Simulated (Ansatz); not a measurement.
BaAlHO2 (model structure, started from the SrVO2H type, P4/mmm, No. 123, 5 atoms in the cell) was calculated with LDA in Ansatz (PAW).

From the output:

```
Crystal: 5 atoms, lattice volume = 57.644 Å³
Basis set: ecut = 520 eV, 1543 PW (Γ), exchange–correlation on 60×60×60 points (8 copies of the dense FFT grid, shifted against one another)
Bands: 18, of which v1, the nominal top of the filled ones, is band 13 counted from 1 (12 counted from 0)
Symmetry: 16 space group operations
Space group: P4/mmm (ITA 123), of the structure as read, at distance tolerance 3.9e-5 Å
k-points: 105 of 800
Functional: x = slater, c = lda
SCF iter   1: F=—  HF=-7425.068981 eV  |F-HF|=—  |Δ(HF+E_count)|=         —  Δρ=1.38e-2  dr2=9.52e-2
SCF iter   2: F=—  HF=-7425.043064 eV  |F-HF|=—  |Δ(HF+E_count)|=   2.59e-2  Δρ=4.39e-3  dr2=5.84e-3
  ...
SCF iter   7: F=—  HF=-7425.040856 eV  |F-HF|=—  |Δ(HF+E_count)|=   3.82e-7  Δρ=9.23e-7  dr2=4.98e-10
SCF iter   8: F=-7425.040856 eV  HF=-7425.040856 eV  |F-HF|=9.09e-12  |Δ(HF+E_count)|=  1.35e-10  Δρ=1.71e-7  dr2=1.44e-11
SCF 1 converged in 8 iterations: F = -7425.040856 eV  dr2 = 1.44e-11
SCF converged after 8 iterations
Free energy (F): -7425.040856 eV
Internal energy: -7425.040856 eV  (E = F + TS)
E sigma→0 (E₀):  -7425.040856 eV
Fermi energy:    10.641700 eV
--- Forces (eV/Å), atoms counted from 1 ---
  atom   1  Ba     0.00000000    -0.00000000    -0.00000000
  atom   2  Al    -0.00000000     0.00000000     0.00000000
  atom   3  O      0.00000000    -0.00000000    -0.00000000
  atom   4  O     -0.00000000    -0.00000000     0.00000000
  atom   5  H      0.00000000     0.00000000     0.00000000
--- Stress (GPa, compression-positive) ---
       -4.231062       0.000000       0.000000
        0.000000      -4.231062       0.000000
        0.000000       0.000000      -3.307242
  P = ⅓ Tr σ = -3.9231 GPa (-39.231 kbar)
```

**Question.** Write an input file that could have produced this run (the log leaves some choices open).

**Answer.** Several could match; the one computed here: 
Ansatz 0.2 input:
```yaml
crystal:
  lattice:
    - [3.8166060105, 0.0, 0.0]
    - [0.0, 3.8166060105, 0.0]
    - [0.0, 0.0, 3.9573238592]
  atoms:
    - { symbol: Ba, position: [0.5, 0.5, 0.5] }
    - { symbol: Al, position: [0.0, 0.0, 0.0] }
    - { symbol: O, position: [0.5, 0.0, 0.0] }
    - { symbol: O, position: [0.0, 0.5, 0.0] }
    - { symbol: H, position: [0.0, 0.0, 0.5] }
basis:
  ecutwfc: 520
  ecutrho_ratio: 4
  xc_grid: 2
kpoints:
  mp_grid: { grid: [10, 10, 8] }
  band_path:
    path:
      - [0.0, 0.0, 0.0]
      - [0.0, 0.0625, 0.0]
      - [0.0, 0.125, 0.0]
      - [0.0, 0.1875, 0.0]
      - [0.0, 0.25, 0.0]
      - [0.0, 0.3125, 0.0]
      - [0.0, 0.375, 0.0]
      - [0.0, 0.4375, 0.0]
      - [0.0, 0.5, 0.0]
      - [0.0625, 0.5, 0.0]
      - [0.125, 0.5, 0.0]
      - [0.1875, 0.5, 0.0]
      - [0.25, 0.5, 0.0]
      - [0.3125, 0.5, 0.0]
      - [0.375, 0.5, 0.0]
      - [0.4375, 0.5, 0.0]
      - [0.5, 0.5, 0.0]
      - [0.454545, 0.454545, 0.0]
      - [0.409091, 0.409091, 0.0]
      - [0.363636, 0.363636, 0.0]
      - [0.318182, 0.318182, 0.0]
      - [0.272727, 0.272727, 0.0]
      - [0.227273, 0.227273, 0.0]
      - [0.181818, 0.181818, 0.0]
      - [0.136364, 0.136364, 0.0]
      - [0.090909, 0.090909, 0.0]
      - [0.045455, 0.045455, 0.0]
      - [0.0, 0.0, 0.071429]
      - [0.0, 0.0, 0.142857]
      - [0.0, 0.0, 0.214286]
      - [0.0, 0.0, 0.285714]
      - [0.0, 0.0, 0.357143]
      - [0.0, 0.0, 0.428571]
      - [0.0, 0.0, 0.5]
      - [0.0, 0.0625, 0.5]
      - [0.0, 0.125, 0.5]
      - [0.0, 0.1875, 0.5]
      - [0.0, 0.25, 0.5]
      - [0.0, 0.3125, 0.5]
      - [0.0, 0.375, 0.5]
      - [0.0, 0.4375, 0.5]
      - [0.0, 0.5, 0.5]
      - [0.0625, 0.5, 0.5]
      - [0.125, 0.5, 0.5]
      - [0.1875, 0.5, 0.5]
      - [0.25, 0.5, 0.5]
      - [0.3125, 0.5, 0.5]
      - [0.375, 0.5, 0.5]
      - [0.4375, 0.5, 0.5]
      - [0.5, 0.5, 0.5]
      - [0.454545, 0.454545, 0.5]
      - [0.409091, 0.409091, 0.5]
      - [0.363636, 0.363636, 0.5]
      - [0.318182, 0.318182, 0.5]
      - [0.272727, 0.272727, 0.5]
      - [0.227273, 0.227273, 0.5]
      - [0.181818, 0.181818, 0.5]
      - [0.136364, 0.136364, 0.5]
      - [0.090909, 0.090909, 0.5]
      - [0.045455, 0.045455, 0.5]
      - [0.0, 0.5, 0.071429]
      - [0.0, 0.5, 0.142857]
      - [0.0, 0.5, 0.214286]
      - [0.0, 0.5, 0.285714]
      - [0.0, 0.5, 0.357143]
      - [0.0, 0.5, 0.428571]
      - [0.5, 0.5, 0.071429]
      - [0.5, 0.5, 0.142857]
      - [0.5, 0.5, 0.214286]
      - [0.5, 0.5, 0.285714]
      - [0.5, 0.5, 0.357143]
      - [0.5, 0.5, 0.428571]
    npoints: 1
hamiltonian:
  xc: lda
  dispersion: none
  pseudopotentials: { kind: paw }
scf:
  occupations: { method: fermi_dirac, width: 0.01 }
  convergence: { dr2_threshold: 0.0000000005 }
output:
  forces: true
  stress: true
  eigenvalues: true
  write_bands: true
```

The PAW data were made under PBE.

Note: the relaxation could raise the start's symmetry but not lower it, so the cell can be a saddle point. Note: cell and atoms aren't relaxed at this level (pressure -3.9 GPa).

A model structure was made by putting elements into a prototype or built by hand; it is no filed structure, need not be a known phase, and can be a saddle point held by its symmetry.

Ansatz is a quantum-chemistry and plane-wave program.
